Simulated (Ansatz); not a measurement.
The starting structures come from a database of crystals and need not be the phases stable at ambient conditions.

Tunnelling through a barrier is set by its complex band structure: the current falls as exp(−2κd) with the smallest κ.

Consider the following.

```
CELL_PARAMETERS angstrom
      3.90364     0.00000     0.00000
      0.00000     6.84775     0.00000
      1.95182    -1.99676     6.31830
ATOMIC_POSITIONS crystal
  Nb 0.89451 0.21509 0.21098
  Nb 0.10549 0.78491 0.78902
  Nb 0.81129 0.81046 0.37742
  Nb 0.18871 0.18954 0.62258
  N  0.94437 0.86125 0.11126
  N  0.05563 0.13875 0.88874
  N  0.73992 0.14811 0.52016
  N  0.26008 0.85189 0.47984
  O  0.36619 0.20994 0.26762
  O  0.63381 0.79006 0.73238
  O  0.85910 0.50867 0.28180
  O  0.14090 0.49133 0.71820
```

Space group of this cell: C2/m. The cell is taken as given; by PBEsol its mean pressure is -10.2 GPa.

Transport runs along the normal of the first two printed cell vectors.

The gap is the functional's own. No spin-orbit coupling. Mid-gap values are interpolated on the energy grid.

**Question.** Estimate the band gap and the smallest decay constant κ at mid-gap that PBEsol in Ansatz (a first-principles code) returns for this system.

**Answer.** Gap 1.57 eV on a 8×6×8 mesh; κ = 0.247 1/Å, at (0.500, 0.500) of the in-plane reciprocal vectors. At the zone centre, at the nearest computed energy, the slowest state has κ = 0.28 1/Å.
